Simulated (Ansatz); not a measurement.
OH on the 1x1 (101) surface of anatase TiO2 (cut with top plane O), one in a 1x1 cell, energies for each (19.8 Å²). Energies are against H2O(g) − ½ H2(g), without zero-point or thermal terms; each row is named by its start (#2, #3: further inequivalent places of a kind).

Host crystal: anatase TiO2, with a band gap (PBE, scalar-relativistic without spin-orbit coupling).

All values below come from PBE (plane waves to 420 eV, PAW; Ansatz, an electronic-structure program).

Set-up: 20 atoms, 9.4 Å thick at the start under the adsorbate (thin: gaps and levels are the slab's own); mesh 6x4x1; 0.01 eV smearing; dipole correction on; 7 atoms held, the rest relaxed; each run with such symmetry as its start has; spin-polarised, no spin-orbit, no U, no dispersion correction.

A negative adsorption energy means that the adsorbate is more stable on the surface than in its reference. Starts that drift may end in the same place. Heights count from the host atoms within 0.3 Å of the top one.

```csv
starting site,E_ads (eV),height (Å),nearest host atom (Å),bonded to,change of the vacuum step (eV),lateral drift (Å),moment (μB)
top O,2.34,0.87,Ti 2.09,Ti,-0.07,2.8,1.0
top O #2,2.32,1.10,Ti 2.10,Ti,-0.70,1.3,1.0
over Ti at depth 0.9 Å,2.29,1.22,Ti 2.08,Ti,-0.43,0.1,1.0
over Ti at depth 1.4 Å,2.79,0.79,O 2.07,Ti,-1.06,0.2,1.0
hollow O-O-O over O at depth 4.4 Å,2.29,1.22,Ti 2.08,Ti,-0.41,2.4,1.0
bridge O-O-O (span 3.8 Å),2.34,0.86,Ti 2.08,Ti,-0.06,2.4,1.0
bridge O-O (span 2.8 Å),2.30,1.22,Ti 2.08,Ti,-0.42,1.1,1.0
```
